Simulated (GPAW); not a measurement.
Worked example: self-consistent single point of LiAg3 (Pm-3m, 4 atoms in the cell) in GPAW.

Method: LDA (Perdew-Wang 92), GPAW PAW datasets LDA (gpaw-data 1.0.1) (plane waves; GPAW 25.7.0).

```xyz
4
Lattice="4.0334 0.0000 0.0000 0.0000 4.0334 0.0000 0.0000 0.0000 4.0334" Properties=species:S:1:pos:R:3 pbc="T T T"
Li     0.0000     0.0000     0.0000
Ag     0.0000     2.0167     2.0167
Ag     2.0167     0.0000     2.0167
Ag     2.0167     2.0167     0.0000
```

Reference input (self-consistent single point, DFT PBEsol, plane waves, GPAW PAW datasets PBEsol (made by gpaw-setup)): mode = pw; ecut = 600 eV; xc = PBEsol; kpts = 8 8 8; mesh shift (steps) = 0 0 0; occupations.name = fermi-dirac; occupations.width = 0.05 eV; nbands = -8; symmetry.symmorphic = false; symmetry.tolerance = 0.0005; maxiter = 100. This run's input differs from it in these lines:

```diff
@@ -15,3 +15,3 @@
 calc = GPAW(mode=PW(600),
-            xc='PBEsol',
+            xc='LDA',
             kpts={'size': (8, 8, 8), 'gamma': True},
```

Its files differ too (potentials: GPAW PAW datasets LDA (gpaw-data 1.0.1)).

Log, with long lists cut:

```
     iter     time        total  log10-change:
                         energy   eigst   dens
iter:   1 --:--:--   -16.096779
iter:   2 --:--:--   -15.617414   -2.02  -1.38
iter:   3 --:--:--   -14.482396   -1.45  -1.43
iter:   4 --:--:--   -14.432285   -3.83  -2.05
iter:   5 --:--:--   -14.415748   -2.50  -2.09
iter:   6 --:--:--   -14.364364   -3.25  -2.23
iter:   7 --:--:--   -14.363938   -4.79  -2.94
iter:   8 --:--:--   -14.363539c  -4.69  -3.10
iter:   9 --:--:--   -14.363577c  -6.31  -3.48
iter:  10 --:--:--   -14.363396c  -5.47  -3.46
iter:  11 --:--:--   -14.363395c  -7.50c -4.59c
Converged after 11 iterations.

Dipole moment: (0.000006, 0.000006, 0.000006) |e|*Ang

Energy contributions relative to reference atoms: (reference = -433593.205556)

Kinetic:        -12.777064
Potential:       +8.393506
External:        +0.000000
XC:             -10.412389
Entropy (-ST):   -0.008383
Local:           +0.436742
SIC:             +0.000000
--------------------------
Free energy:    -14.367587
Extrapolated:   -14.363395

Showing only first 2 kpts
 Kpt  Band  Eigenvalues  Occupancy
  0    24      3.69214    2.00000
  0    25      7.96275    0.00000
  0    26      7.96275    0.00000
  0    27      7.96275    0.00000

  1    24      3.69229    2.00000
  1    25      7.10159    0.00000
  1    26      8.31728    0.00000
  1    27      8.31728    0.00000

Fermi level: 6.30574

No gap
No difference between direct/indirect transitions
Energy (eV): -14.363395

Forces in eV/Ang:
  0 Li    0.00000    0.00000    0.00000
  1 Ag   -0.00000   -0.00000    0.00000
  2 Ag    0.00000   -0.00000    0.00000
  3 Ag   -0.00000   -0.00000   -0.00000

Stress tensor:
     0.036096     0.000000     0.000000
     0.000000     0.036096     0.000000
     0.000000     0.000000     0.036096
Stress (GPa, Voigt): [5.7832 5.7832 5.7832 0.     0.     0.    ]
```

The run converged in 11 iterations. GPAW prints stress with tension positive. Against the reference run the pressure goes from -2.12 to -5.78 GPa.

The starting cell comes from a database of computed structures (which also holds hypothetical and non-ambient phases and stackings), without a prior relaxation at this level. Its lattice was rescaled by a random factor within 2.5 % of one. With a pressure of about -6 GPa the cell is away from its equilibrium volume at this level.

Cost on one core of a shared machine: roughly 40 s.
